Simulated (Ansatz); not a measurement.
Neutral impurities on the Si site of metastable 2H silicon carbide: relaxed bond lengths against the impurity's covalent radius (Cordero's table). Computed with PBE, PAW (plane waves to 420 eV; Ansatz, a quantum-chemistry and plane-wave program). Details: 96-site cell; 2×2×2 shifted k-points; host gap 2.31 eV; no spin–orbit coupling; no Hubbard U; not converged in cell size.

```tsv
impurity	x: covalent radius (Å)	y: mean distance to the nearest shell of neighbours (Å)
Ge	1.20	1.97
Cr	1.39	1.96
Mg	1.41	2.11
Nb	1.64	2.07
Sc	1.70	2.13
Sn	1.39	?
```

### Question
Fit a straight line to the 5 complete rows and predict the last.

### Answer
Means: x = 1.468, y = 2.048; Sxx = 0.165, Sxy = 0.047. Slope 0.047 / 0.165 = 0.29, intercept 2.048 − 0.29 × 1.468 = 1.62 Å; the rows scatter by 0.06 Å about the line, and R² = 0.54, a weak trend. Prediction: 1.62 + 0.29 × 1.39 = 2.02 Å. The calculation gave 2.10 Å, 0.08 Å above the line, within twice its scatter.
